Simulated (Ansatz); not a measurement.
Base system: Sr$_{2}$GaSbO$_{6}$ (space group Fm-3m, No. 225; a cell from a computed database, its experimental status unchecked).

```xyz
10
Lattice="0.0000 3.9362 3.9362 3.9362 0.0000 3.9362 3.9362 3.9362 0.0000" Properties=species:S:1:pos:R:3 pbc="T T T"
Sr     1.9681     1.9681     1.9681
Sr     5.9043     5.9043     5.9043
Ga     0.0000     0.0000     0.0000
Sb     3.9362     3.9362     3.9362
O      3.9362     5.9081     3.9362
O      3.9362     1.9643     3.9362
O      1.9643     3.9362     3.9362
O      5.9081     3.9362     3.9362
O      3.9362     3.9362     5.9081
O      3.9362     3.9362     1.9643
```

Cartesian axes are those of the cell as printed.

Computed with PBEsol/PAW in Ansatz (an electronic-structure program), scalar-relativistic without spin-orbit coupling.

One thing is altered: a pure shear with ε_xy = ε_yx = 0.0189; the atoms relax in the strained cell.

Problem. Predict the stress tensor and what it implies for the stiffness.

Solution. Stress of the strained cell less that of the base (GPa, compression positive):
```
   0.15   -4.03    0.00
  -4.03    0.15    0.00
   0.00    0.00    0.07
```

Then −Δσ/γ with γ = 2ε = 0.0378 gives secant stiffness values (nonlinear terms included at this strain): C66 ≈ 107 GPa.

As a check, the harmonic strain energy −½ V₀ Δσ:ε is 5.8 meV/atom; the computed energy rise is 5.8 meV/atom.

No phonon test of stability was made.
